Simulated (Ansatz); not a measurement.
Where the default PAW files enter, the runs use the earlier of Ansatz's two default sets.

Inside the gap of an insulator the Bloch states are evanescent, with a wavenumber k + iκ along the transport direction.

Data:

```
CdS
1.0
    4.08546     0.00000     0.00000
    0.00000     6.64403     0.00000
    2.04273     0.00000     3.53811
Cd S
2 2
Direct
  0.66667   0.49978   0.66667
  0.33333   0.99978   0.33333
  0.66667   0.12322   0.66667
  0.33333   0.62322   0.33333
```

Space group of this cell: P6_3mc, wurtzite. The cell is strained (all lengths scaled by 0.98); by r2SCAN its mean pressure is 3.9 GPa.

Transport runs along the normal of the first two printed cell vectors, the (100) plane of the conventional cell.

The gap is the functional's own. No spin-orbit coupling. Mid-gap values are interpolated on the energy grid.

Problem. Predict the band gap and the smallest decay constant κ at mid-gap from Ansatz (a quantum-chemistry and plane-wave program) with r2SCAN.

Solution. Gap 1.76 eV on a 8×6×8 mesh; κ = 0.136 1/Å, at the zone centre.
